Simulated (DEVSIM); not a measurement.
Structure: Schottky contact on p-type Si, at 250 K.

Layer 1 from the left is Si, thickness (μm) 1.00, Na (cm⁻³) 1.5e16, τn (s) 2.7e-5, τp (s) 2.7e-5.

Left contact: Schottky, work function 4.414 eV, emission velocity 6.1e6 cm/s. Right contact: ohmic. Voltage is applied to the left contact. Recombination: SRH at mid-gap, radiative. Mobility is constant in doping.

The device is made up for the run: typed textbook-type constants, with dimensions and the other settings drawn at random. Values at 300 K; Nc and Nv go as T^1.5, mobilities as T to minus their exponent, the gap by Varshni's rule with the affinity fixed.

Si: gap (eV) 1.124, affinity (eV) 4.05, permittivity 11.7, Nc (cm⁻³) 2.86e19, Nv (cm⁻³) 3.1e19, μn (cm²/Vs) 1417, μp (cm²/Vs) 470, T exponent of μn 2.3, T exponent of μp 2.2, B (cm³/s) 4.7e-15, Varshni α (eV/K) 0.000473, Varshni β (K) 636.

Estimate by hand the built-in potential, the peak field at zero bias, the capacitance at 4 V, and compare with a numerical solution.


- Built-in potential: barrier φB = 0.772 eV; Vbi = φB − kT/q ln(N_band/N) = 0.614 V; numerical 0.614 V.
- Peak field at zero bias: depletion approximation: W = √(2εVbi/(qN)) = 0.230 μm with N = 1.50e16 cm⁻³; field = 2Vbi/W = 53400 V/cm; numerical 52300 V/cm (estimate above by 2.0 %).
- Capacitance at 4 V: C = √(qεN / 2(Vbi + |V|)) = 16.4 nF/cm²; numerical 16.5 nF/cm².

Model (solved in DEVSIM): 1D drift-diffusion, Boltzmann statistics, complete ionisation; no tunnelling, impact ionisation, image-force lowering or self-heating. Metal contacts follow the ideal Schottky-Mott rule: no Fermi-level pinning, no interface dipoles.
